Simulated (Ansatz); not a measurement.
Levels about the gap of amorphous Zr20O43Sc2 (65 atoms in a cell of 836 Å³, 5.17 g/cm³; zone centre alone, so wide bands show as single levels with stretches between that a denser mesh fills), at the geometry that PBE relaxed, where it gives -0.9 GPa on a denser mesh. The participation number counts the atoms over which a state spreads; weights are charges in smoothed Voronoi cells. The levels come from a single point, so bond lengths are those of that geometry. Method of the levels: PBE, scalar-relativistic without spin-orbit coupling (Ansatz, a first-principles code). Sampling: the zone centre alone; Fermi-Dirac width 0.02 eV; no spin polarisation. At PBE the levels at the filled edge of the gap are localised (band-tail or defect states).

A CHGNet melt-quench gave the starting glass, which DFT then relaxed. O atoms were pushed apart under 1.9 Å during the dynamics, to hinder bonds among them. The hot cell started wider than the set density and was brought back towards it in steps. It is the lowest in DFT energy of 2 quenches. It is a model cell: composition and starting density were chosen by hand, and all elements were melted together. No dispersion term was used. Its density started from a set value of 5.17 and ended at 5.17 g/cm³. The quench (nominally 450 K/ps over its main leg) was far faster than any real one, so the model tends to hold more defects than a real film. One small periodic cell is one sample of the glass; other quenches scatter about these values. The volume was held where the preparation left it and the shape relaxed, at a PBE pressure of -0.9 GPa (tension). Stress components on the final sampling reach 3.1 GPa. Cycles of charging lowered its energy after that relaxation.

| E - E(highest filled), eV | filling | participation number | largest on | weight O | weight Zr | weight Sc |
|---|---|---|---|---|---|---|
| -0.40 | filled | 22.8 | O, 3 neighbours | 0.94 | 0.05 | 0.01 |
| -0.36 | filled | 22.2 | O, 3 neighbours | 0.95 | 0.04 | 0.01 |
| -0.22 | filled | 17.4 | O, 3 neighbours | 0.94 | 0.05 | 0.00 |
| -0.17 | filled | 8.6 | O, 3 neighbours | 0.95 | 0.04 | 0.01 |
| -0.14 | filled | 16.1 | O, 3 neighbours | 0.95 | 0.05 | 0.00 |
| -0.08 | filled | 11.0 | O, 3 neighbours | 0.95 | 0.04 | 0.01 |
| 0.00 | filled | 11.9 | O, 3 neighbours | 0.95 | 0.04 | 0.01 |
| 3.63 | empty | 21.8 | Zr, 6 neighbours | 0.35 | 0.64 | 0.01 |
| 3.74 | empty | 29.1 | Zr, 6 neighbours | 0.34 | 0.60 | 0.06 |
| 3.78 | empty | 29.6 | Zr, 6 neighbours | 0.34 | 0.64 | 0.02 |
| 3.82 | empty | 23.3 | Zr, 6 neighbours | 0.33 | 0.58 | 0.09 |
| 3.89 | empty | 24.8 | Zr, 6 neighbours | 0.34 | 0.62 | 0.04 |
| 3.93 | empty | 21.9 | Zr, 6 neighbours | 0.33 | 0.64 | 0.03 |
| 4.00 | empty | 26.8 | Zr, 6 neighbours | 0.31 | 0.58 | 0.10 |

Most localised among these is the filled level at -0.17 eV, on a O atom, which has 3 neighbours (Sc 2.04 Å, Zr 2.06 Å, Zr 2.28 Å).
